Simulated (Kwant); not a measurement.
System: wire with on-site disorder in a Si two-dimensional gas. Effective mass 0.19 mₑ, grid spacing 12 nm, hard walls, nominal width 200 nm (17 grid rows, so walls 216 nm apart), one parabolic valley, scattering region 400 nm long along x; energies count from the band bottom; Fermi energy swept from 2.4739e-05 to 0.0007228 eV. On-site energies in the scattering region are random, uniform within ±W/2, W = 0.00091 eV, averaged over 12 samples.

The device is made up for the run: typed textbook-type constants, with dimensions and the other settings drawn at random.

Model: effective-mass tight-binding model on a square grid, one spin, coherent transport at 0 K (Kwant). Conductance is in e²/h.

**Question.** How many channels do the leads carry at E = 0.601, 0.723 meV?

**Answer.** The hard-wall thresholds are n² ħ²π²/(2mW²) = n² × 0.0424 meV with W = 216 nm. √(0.601/0.0424) = 3.77, so 3. √(0.723/0.0424) = 4.13, so 4.
